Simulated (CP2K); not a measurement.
CP2K 2026.2, DFT, PBE, Gaussian and plane waves, DZVP-MOLOPT bases, GTH-PBE potentials: diamond, 4 atoms. Basis and mesh were picked for this test and aren't claimed converged.

| Property | Value |
|---|---|
| cell | 5.04, 2.52, 2.52 Å; 60, 60, 60° |
| SCF method | diagonalisation with mixing (no OT or OUTER_SCF section) |
| task | scf |
| basis | C=DZVP-MOLOPT-SR-GTH-q4 |
| GLOBAL/RUN_TYPE | ENERGY_FORCE |
| GLOBAL/PRINT_LEVEL | LOW |
| QS/METHOD | GPW |
| QS/EPS_DEFAULT | 1e-12 |
| SCF/SCF_GUESS | ATOMIC |
| SCF/MAX_SCF | 150 |
| SCF/DIAGONALIZATION/ALGORITHM | STANDARD |
| SCF/MIXING/METHOD | BROYDEN_MIXING |
| SCF/MIXING/ALPHA | 0.4 |
| SCF/MIXING/NBUFFER | 8 |
| KPOINTS/SCHEME | MONKHORST-PACK 4 4 4 |
| KPOINTS/GAMMA_CENTERED | T |
| GLOBAL/PREFERRED_DIAG_LIBRARY | ELPA (default) |
| SCF/MIXING/BETA | 0.5 (default) |
| basis functions (base settings) | 52 |

It runs on a single node (AMD EPYC (Zen 5), 96 cores on 1 socket, no SMT, 12 L3 cache groups; 94 cores' worth of CPU time may be used).

Times are wall-clock medians of two to five runs, from launch to exit, with nothing else on the machine. Processes are pinned to neighbouring cores unless said otherwise. The build: conda-forge: MPICH, OpenMP, OpenBLAS, FFTW, ScaLAPACK, ELPA, COSMA, DBCSR on BLAS; another build can shift the numbers. Scratch files lie in a memory file system.

All on 16 ranks. Base settings, kept where nothing else is said: MGRID/CUTOFF = 400 Ry, MGRID/REL_CUTOFF = 50 Ry, SCF/EPS_SCF = 1e-06, MGRID/NGRIDS = 4 (default). The candidates, on 16 cores each, agree within 1.0 meV/atom in energy, 10 meV/Å in forces (largest component):
A. MGRID/REL_CUTOFF = 60 Ry
B. MGRID/CUTOFF = 900 Ry
C. the base settings
D. MGRID/NGRIDS = 3
E. SCF/EPS_SCF = 1e-05
F. MGRID/REL_CUTOFF = 30 Ry
G. MGRID/CUTOFF = 280 Ry

Question: Which would you take for the shortest time to solution?

Answer: F and E, at 2.6 s to 2.7 s, level within 8 % or the scatter of repeats. At the other end A takes 1.5× as long.

```json
[
 {"candidate": "F", "wall time": "2.6 s", "repeats": "3 runs within 1 %", "SCF steps": "8"},
 {"candidate": "E", "wall time": "2.7 s", "repeats": "3 runs within 1 %", "SCF steps": "6"},
 {"candidate": "G", "wall time": "3.1 s", "repeats": "3 runs within 1 %", "SCF steps": "8"},
 {"candidate": "C", "wall time": "3.2 s", "repeats": "3 runs within 1 %", "SCF steps": "8"},
 {"candidate": "B", "wall time": "3.3 s", "repeats": "3 runs within 1 %", "SCF steps": "8"},
 {"candidate": "D", "wall time": "3.7 s", "repeats": "3 runs within 1 %", "SCF steps": "8"},
 {"candidate": "A", "wall time": "4.0 s", "repeats": "3 runs within 1 %", "SCF steps": "8"}
]
```

Launch, exit and the like take 0.92 s of the 2.6 s.
